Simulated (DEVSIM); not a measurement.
Structure: isotype n-n heterojunction Al0.35Ga0.65N/GaN, at 300 K.

| layer (left to right) | material | thickness (μm) | Nd (cm⁻³) | τn (s) | τp (s) |
|---|---|---|---|---|---|
| 1 | Al0.35Ga0.65N | 0.180 | 9.6e17 | 8.2e-10 | 8.2e-10 |
| 2 | GaN | 0.610 | 1.2e16 | 8.2e-10 | 8.2e-10 |

Left contact: ohmic. Right contact: ohmic. Voltage is applied to the left contact. Recombination: SRH at mid-gap, Auger. Mobility is μmin + (μ − μmin)/(1 + (N/Nref)^α).

Constants are typed, rounded textbook-type inputs, not results; the design itself was drawn at random and stands for no fabricated device. Values at 300 K.

```
parameter      Al0.35Ga0.65N     GaN
-------------  -------------  ------
gap (eV)               4.137    3.43
affinity (eV)          3.605     4.1
permittivity            9.29     9.5
Nc (cm⁻³)             2.3e18  2.3e18
Nv (cm⁻³)             4.6e19  4.6e19
μn (cm²/Vs)              381    1200
μp (cm²/Vs)               30     100
μn,min                    55      55
μp,min                     3       3
Nref,n                  2e17    2e17
Nref,p                  3e17    3e17
αn                         1       1
αp                         2       2
Cn (cm⁶/s)             1e-30   1e-30
Cp (cm⁶/s)             1e-30   1e-30
```

Simulated with DEVSIM: 1D drift-diffusion, Boltzmann statistics, complete ionisation; no tunnelling, impact ionisation, image-force lowering or self-heating. Band offsets follow the typed affinities; no thermionic-emission limit at abrupt steps, no polarisation charge.

Task: Give the dark forward current.

Result: 
(V (V), J (A/cm²)): (0.05, 0.54); (0.20, 0.99); (0.35, 1.4); (0.50, 1.9); (0.65, 2.4); (0.80, 3.0); (0.95, 3.6); (1.10, 4.3); (1.25, 5.1); (1.40, 5.9); (1.55, 6.7); (1.70, 7.6); (1.85, 8.5); (2.00, 9.5)
